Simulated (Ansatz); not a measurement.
## A 3x3 cell of the 1x1 (100) surface of fcc Cu, relaxed from a rattled start

Computed with PBE (plane waves to 420 eV, PAW; Ansatz, a quantum-chemistry and plane-wave program).

Model: 36-atom slab, 5.4 Å thick at the start (thin: gaps and levels are the slab's own), 4x4x1 mesh, Fermi-Dirac 0.1 eV, dipole correction, 9 atoms held, the rest relaxed; no symmetry held; no spin, no spin-orbit, no U.

```json
{
  "work_function_of_the_top_face": "4.55 eV",
  "energy_released_by_relaxation": "0.38 eV",
  "energy_gained_against_the_symmetric_clean_supercell": "0.000 eV"
}
```
